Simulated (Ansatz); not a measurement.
The parent structure is GaSb in the zinc blende structure (space group F-43m, No. 216).

```
GaSb
1.0
    0.00000     3.06618     3.06618
    3.06618     0.00000     3.06618
    3.06618     3.06618     0.00000
Ga Sb
1 1
Cartesian
  0.00000   0.00000   0.00000
  1.53309   1.53309   1.53309
```

Cartesian axes are those of the cell as printed.

All numbers come from r2SCAN in Ansatz (plane waves to 500 eV, PAW, spin-orbit coupling left out).

Strains are applied to the cell and any free atomic positions relax.

One change was made to it. Results:

| quantity | base | after |
|---|---|---|
| valence-band top at Γ (three highest levels, from the VBM) | 0.00, 0.00, 0.00 eV | 0.00, -0.12, -0.12 eV |
| energy relative to the base (free energy F) | 0 meV/atom | +3.2 meV/atom |
| band gap | 0.41 eV | 0.48 eV |
| pressure (mean of the normal stresses, compression positive) | 0.01 GPa | 1.13 GPa |

**Question.** Which change produced these results?
A) uniaxial strain ε_zz = −1.00 %
B) uniaxial strain ε_zz = −3.00 %
C) uniaxial strain ε_zz = −2.00 %

**Answer.** C, uniaxial strain ε_zz = −2.00 %. For comparison, the valence-band top at Γ in the other runs: uniaxial strain ε_zz = −3.00 % gives 0.00, -0.18, -0.18 eV; uniaxial strain ε_zz = −1.00 % gives 0.00, -0.06, -0.06 eV.

Spin-orbit coupling, missing from the scalar runs, can matter with Sb. Stability against distortions was not tested.

Ansatz is a program for electronic structure.
